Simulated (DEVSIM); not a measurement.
Structure: Schottky contact on n-type Ge, at 300 K.

```
layer (left to right)  material  thickness (μm)  Nd (cm⁻³)  τn (s)  τp (s)
---------------------  --------  --------------  ---------  ------  ------
1                            Ge            1.10     1.8e16  5.9e-5  5.9e-5
2                            Ge            15.0     2.5e18  5.9e-5  5.9e-5
```

Left contact: Schottky, work function 4.53 eV, emission velocity 9.7e6 cm/s. Right contact: ohmic. Voltage is applied to the left contact. Recombination: SRH at mid-gap, Auger. Mobility is μmin + (μ − μmin)/(1 + (N/Nref)^α).

This is a model device: material constants are rounded textbook-type values typed into the input, and sizes, dopings and lifetimes were drawn at random. Values at 300 K.

| parameter | Ge |
|---|---|
| gap (eV) | 0.664 |
| affinity (eV) | 4 |
| permittivity | 16 |
| Nc (cm⁻³) | 1.04e19 |
| Nv (cm⁻³) | 6e18 |
| μn (cm²/Vs) | 3900 |
| μp (cm²/Vs) | 1900 |
| μn,min | 150 |
| μp,min | 100 |
| Nref,n | 2.6e17 |
| Nref,p | 4e17 |
| αn | 0.56 |
| αp | 0.6 |
| Cn (cm⁶/s) | 1e-31 |
| Cp (cm⁶/s) | 1e-31 |

Model (solved in DEVSIM): 1D drift-diffusion, Boltzmann statistics, complete ionisation; no tunnelling, impact ionisation, image-force lowering or self-heating. Metal contacts follow the ideal Schottky-Mott rule: no Fermi-level pinning, no interface dipoles.

### Question
Give the dark forward current.

### Answer

```json
[
 {"V (V)": "0.05", "J (A/cm²)": "0.11"},
 {"V (V)": "0.10", "J (A/cm²)": "0.86"},
 {"V (V)": "0.15", "J (A/cm²)": "6.0"},
 {"V (V)": "0.20", "J (A/cm²)": "40"},
 {"V (V)": "0.25", "J (A/cm²)": "240"},
 {"V (V)": "0.30", "J (A/cm²)": "1000"},
 {"V (V)": "0.35", "J (A/cm²)": "3000"}
]
```
